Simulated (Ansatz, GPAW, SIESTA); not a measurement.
Code comparison for Sc2Co (I4/mcm, 6 atoms in the cell)

Self-consistent single point.

```xyz
6
Lattice="-3.1501 3.1501 2.8216 3.1501 -3.1501 2.8216 3.1501 3.1501 -2.8216" Properties=species:S:1:pos:R:3 pbc="T T T"
Sc     2.0261    -1.1240     2.8216
Sc     1.1240     4.2741     0.0000
Sc     1.1240     2.0261     2.8216
Sc     2.0261     1.1240     0.0000
Co     0.0000     0.0000     4.2324
Co     0.0000     0.0000     1.4108
```

Shared settings, as Ansatz (a program for electronic structure) writes them: kpoints.mp_grid.grid = 3 3 3; scf.occupations.method = fermi_dirac; scf.occupations.width = 0.05 eV. Potentials and cutoffs stand in the table.

| code | model | pressure (GPa) | largest force (eV/Å) | cutoff |
|---|---|---|---|---|
| GPAW | PBEsol, GPAW PAW datasets PBEsol (made by gpaw-setup) | -3.97 | 0.047 | 850 eV |
| SIESTA | GGA PBEsol, numerical atomic orbitals DZP, PseudoDojo PBEsol standard norm-conserving potentials (rewritten from UPF to PSML) | -5.91 | 0.026 | grid 300 Ry |
| Ansatz | PBEsol, PAW files made with PBE | -4.12 | 0.058 | default |

On Ansatz's run: spin polarisation is off.

The spread over the programs that give each value: pressure within 1.94 GPa; largest force within 0.032 eV/Å.

SIESTA uses small atom-centred bases, whose incompleteness enters pressures, forces and empty levels differently from a plane-wave cutoff. Ansatz's pressure is given at a fixed set of plane waves, as the other plane-wave codes print theirs. In the pressure, SIESTA (by 1.86) lies more than 1 GPa from the median of the plane-wave programs.

On the base mesh (5 5 5) the same programs gave: Ansatz pressure -3.98 GPa; GPAW pressure -3.83 GPa; SIESTA pressure -5.79 GPa.

The starting cell comes from a database of computed structures (which also holds hypothetical and non-ambient phases and stackings), without a prior relaxation at this level. Its lattice was rescaled by a random factor within 2.5 % of one.

Left out of this page: Elk (not drawn, or without a comparable value).

Keys are those of Ansatz 0.2.
